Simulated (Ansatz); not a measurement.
A computed series for hypothetical rock salt BN: carrier doping

Consider BN in the rock salt structure (space group Fm-3m, No. 225; a = 3.483 Å; a hypothetical phase, not in the database extracts checked).

Carriers are added at fixed cell with a uniform background; the Fermi–Dirac width is that of 300 K.

Computed with plane-wave PAW DFT at the PBEsol level (Ansatz, a quantum-chemistry and plane-wave program, 420 eV), spin-orbit coupling left out.

Notes on the quantities. Fermi level from band edge: Fermi level relative to the doped band's edge (positive inside the band; to 0.05 eV).

```json
[
 {"electron density (10^21 cm⁻³)": "0.7", "Fermi level from band edge (eV)": "0.25"},
 {"electron density (10^21 cm⁻³)": "1", "Fermi level from band edge (eV)": "0.30"},
 {"electron density (10^21 cm⁻³)": "7", "Fermi level from band edge (eV)": "?"},
 {"electron density (10^21 cm⁻³)": "20", "Fermi level from band edge (eV)": "1.80"}
]
```

### Question
Fit E_F = C n^s, fitted as a line in log–log form (a parabolic band gives s = 2/3) to the rows shown and predict the withheld row.

### Answer
Least squares on the printed values gives C = 0.30 eV, s = 0.59 (largest residual 0.00 eV); this predicts 0.96 eV, and the run gives 0.95 eV, in agreement.

Charged cell with a jellium background: band edges are those of the host's band count, energies are not comparable with the neutral cell, and many-body gap narrowing is missing. Whether these cells are dynamically stable was not tested.
